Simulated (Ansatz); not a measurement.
# Cl interstitial (fcc Pt host)

Computed with PBE, PAW (plane waves to 420 eV; Ansatz, a program for electronic structure). Details: 32-site cell; 6×6×6 shifted k-points; start: void with 6Pt nearest; no spin–orbit coupling; energies good to tenths of an eV; the relaxation kept the symmetry of the starting site; relaxed from one start, so a lower configuration may exist.

Neighbours after relaxation, in Å: of the Cl atom: Pt 2.30, Pt 2.30, Pt 2.30, Pt 2.30, Pt 2.30, Pt 2.30.

Formation energies E_f are those of the neutral cell. Chemical conditions: impurity bounded by its compound with the host (Δμ(Cl) = -0.65 eV, bounded by PtCl2 (R-3m); only phases computed here count, gases as isolated molecules at 0 K). Reference phases: Cl: Cl2 molecule in a box.

The name describes the start; the neighbours show where the added atom ended.

```tsv
charge	moment (μB)	point group	largest move off a lattice site (Å)	E_f, impurity bounded by its compound with the host (eV)
0	not spin-polarised	Oh	0.31	6.99
```

Point groups are those of the whole cell at tolerances of 0.03 and 0.1 Å ("near" where only the looser one holds); none is given for unsettled states.
